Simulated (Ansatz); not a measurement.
Abridged Ansatz (an electronic-structure program) output:

```
Relaxation: its limit of steps is 60 (relax.max_steps)
Pseudopotential: Ta, paw, valence charge 13
Crystal: 1 atoms, lattice volume = 18.226 Å³
Basis set: ecut = 420 eV, 369 PW (Γ), exchange–correlation on 40×40×40 points (8 copies of the dense FFT grid, shifted against one another)
Bands: 11, of which v1, the nominal top of the filled ones, is band 7 counted from 1 (6 counted from 0)
Symmetry: 48 space group operations
k-points: 256 of 8000
Functional: x = pbe(κ = 0.804, μ = 0.2195149727645171), c = pbe(β = 0.06672455060314922)
SCF iter   1: F=—  HF=-9932.256516 eV  |F-HF|=—  |Δ(HF+E_count)|=         —  Δρ=2.12e-3  dr2=2.36e-4  ethr=1.77e-3  ⟨swp⟩=5.8  Hψ=16198  notcnv=0
SCF iter   2: F=—  HF=-9932.256443 eV  |F-HF|=—  |Δ(HF+E_count)|=   7.34e-5  Δρ=1.04e-3  dr2=6.25e-5  ethr=1.81e-6  ⟨swp⟩=2.3  Hψ=6270  notcnv=0
SCF 1 converged in 6 iterations: F = -9932.256518 eV  dr2 = 4.33e-11
relax step   1: F+E_penalty+E_count = -9932.25651805 eV  Δ(F+E_penalty+E_count) = +0.000e0 eV  max|allowed force component| = 0.000e0 eV/Å  Δτ_max = 0.0000 Å  P = +0.696 GPa  Ω = 18.226 Å³  (6 SCF iters, dr2 threshold 1.00e-7 eV, accepted)
[... steps on the carried basis left out ...]
relax step   4: F+E_penalty+E_count = -9932.25603088 eV  Δ(F+E_penalty+E_count) = +2.516e-5 eV  max|allowed force component| = 0.000e0 eV/Å  Δτ_max = 0.0000 Å  P = +1.486 GPa  Ω = 18.155 Å³  stress off target by 1.44e-2 GPa  SCF on the basis re-selected at this cell (its energy is not comparable with the rows above)  (3 SCF iters)
SCF converged after 3 iterations
Free energy (F): -9932.256031 eV
Internal energy: -9932.245303 eV  (E = F + TS)
E sigma→0 (E₀):  -9932.250667 eV
Entropy (-TS):   -0.010728 eV (-10.728 meV/atom)
Fermi energy:    18.460540 eV
--- Forces (eV/Å), atoms counted from 1 ---
  atom   1  Ta     0.00000000    -0.00000000     0.00000000
--- Stress (GPa, compression-positive) ---
        1.485628      -0.000000       0.000000
        0.000000       1.485628      -0.000000
        0.000000       0.000000       1.485628
  P = ⅓ Tr σ = 1.4856 GPa (14.856 kbar)
--- Relaxed structure (3 steps of the walk, 2 accepted, 1 SCFs on fresh bases) ---
  cell:  # Å, volume = 18.1547 Å³
    - [-1.6556807528321869, 1.6556807528321869, 1.6556807528321869]
    - [1.6556807528321869, -1.6556807528321869, 1.6556807528321869]
    - [1.6556807528321869, 1.6556807528321869, -1.6556807528321869]
  atoms:
    - { symbol: Ta, position: [0.0, 0.0, 0.0] }
```

Q: What was computed, and what are the main results?

A: Ta, 1 atom in the cell, with PBE, PAW, 420 eV (Ansatz; no spin-orbit coupling), from a series relaxed to a target (pressure 1.5 GPa). The last SCF converged to F = -9932.256031 eV, or -9932.2560 eV per atom, at a pressure of 1.49 GPa. The total energy compares only with runs of the same code, potentials and settings.

Load acts through the strain it causes; cell and atoms are relaxed under it. Whether these cells are dynamically stable was not tested. The final runs are not spin-polarised. The cell was made from Ta in the bcc (W type) structure (space group Im-3m, No. 229) by this change: pressure 1.5 GPa.

Keys are those of Ansatz 0.2.
